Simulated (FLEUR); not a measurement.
Input and output of a self-consistent single point for ScBi (Fm-3m, 2 atoms in the cell) (FLEUR).

Method: LDA (Perdew-Zunger), all-electron FLAPW (FLEUR), scalar-relativistic valence.

The change in words: lattice scaled by 0.98. Reference geometry:
```
CELL_PARAMETERS angstrom
      0.00000     3.07776     3.07776
      3.07776     0.00000     3.07776
      3.07776     3.07776     0.00000
ATOMIC_POSITIONS crystal
  Sc 0.50000 0.50000 0.50000
  Bi 0.00000 0.00000 0.00000
```

Reference input (self-consistent single point, DFT, LDA (Perdew-Zunger), all-electron FLAPW (FLEUR), scalar-relativistic valence): Kmax = 3.8 1/bohr; GmaxXC = 11.4 1/bohr; xcFunctional = pz; jspins = 1; l_soc = F; mode = gauss; fermiSmearingEnergy = 0.00734986 Htr; mesh (inpgen div1-3) = 8 8 8; inpgen gamma flag = true; Gmax = 11.4 1/bohr; numbands = 0; maxIterBroyd = 15. This run's input differs from it in these lines:

```diff
@@ -3,5 +3,5 @@
 &input film=f /
-0.0000000000 5.8161215876 5.8161215876
-5.8161215876 0.0000000000 5.8161215876
-5.8161215876 5.8161215876 -0.0000000000
+0.0000000000 5.6997994960 5.6997994960
+5.6997994960 -0.0000000000 5.6997994960
+5.6997994960 5.6997994960 0.0000000000
 1.0
@@ -44,5 +44,5 @@
          <bravaisMatrix>
-            <row-1>    0.0000000000000000     5.8161215875999996     5.8161215875999996</row-1>
-            <row-2>    5.8161215875999996     0.0000000000000000     5.8161215875999996</row-2>
-            <row-3>    5.8161215875999996     5.8161215875999996     0.0000000000000000</row-3>
+            <row-1>    0.0000000000000000     5.6997994959999998     5.6997994959999998</row-1>
+            <row-2>    5.6997994959999998     0.0000000000000000     5.6997994959999998</row-2>
+            <row-3>    5.6997994959999998     5.6997994959999998     0.0000000000000000</row-3>
          </bravaisMatrix>
```

Output (repeated stretches shortened):

```
 Iteration:     1   Distance:       6.13632710 me/bohr^3
 Iteration:     2   Distance:       5.70389599 me/bohr^3
 Iteration:     3   Distance:       3.21028921 me/bohr^3
 Iteration:     4   Distance:       3.13846456 me/bohr^3
 Iteration:     5   Distance:       0.80769690 me/bohr^3
   [... 6 lines left out ...]
 Iteration:    12   Distance:       0.00244049 me/bohr^3
 Iteration:    13   Distance:       0.00021985 me/bohr^3
 Iteration:    14   Distance:       0.00004298 me/bohr^3
 Iteration:    15   Distance:       0.00000606 me/bohr^3
 Run finished successfully
 Stop message:
   Structural relaxation: Done

[file out, last iteration]
             iter=     16
[...]
          total density-effective poten   -3.9802112191E+04
          total charge density-energy d   -4.2450377481E+02
 Updated energy parameters for spin:           1
[...]
 fermi energy and band-weighting factors:

[...]
FERMIE:
          first approx. to ef    (T=0)  :   0.263932 htr   (energy of the highest occ. eigenvalue)
          number of occ. states  (T=0)  :        375
          first approx. to seigv (T=0)  : -12.439291 htr
          sum of weights of occ. states :  13.000000
          sum of semicore charge        :   0.000000 e
          fermi energy=   0.26377 har   work function=  -7.17765 ev
          number of valence electrons=  26.00001
     band-weighting factor for spin=    1
   [... lines left out ...]
          total moment                 =     0.00000
 Direct bandgap for spin            1 :    2.2928468394869950E-002  Htr
 ---->    free energy=                    -22332.6271133426 htr
   [... lines left out ...]
      extrapolation for T->0
 ---->    total electron energy=          -22332.6271133426 htr
 ***** TOTAL FORCES ON ATOMS *****
 TOTAL FORCE FOR ATOM TYPE=  1  X=  5.700   Y=  5.700   Z=  5.700
                       FX_TOT= 0.000000 FY_TOT= 0.000000 FZ_TOT= 0.000000
 TOTAL FORCE FOR ATOM TYPE=  2  X=  0.000   Y=  0.000   Z=  0.000
                       FX_TOT= 0.000000 FY_TOT= 0.000000 FZ_TOT= 0.000000
 Structural relaxation: Done
```

The run converged in 15 iterations. FLEUR gives forces in its relaxation mode, with a further iteration, so its stop message speaks of a relaxation. Against the reference run the total energy drops by 62.1 meV/atom.

The starting cell comes from a database of computed structures (which also holds hypothetical and non-ambient phases and stackings), without a prior relaxation at this level. Its lattice was rescaled by a random factor within 2.5 % of one. For this run, on top of that: lattice scaled by 0.98. Spin-orbit coupling is off. Values depend on the basis (sphere radii, cutoffs, local orbitals), which need not be converged. The log's line on a gap gives a spacing of levels on this mesh, which the program prints for metals too.

Cost on one core of a shared machine: roughly 40 s.
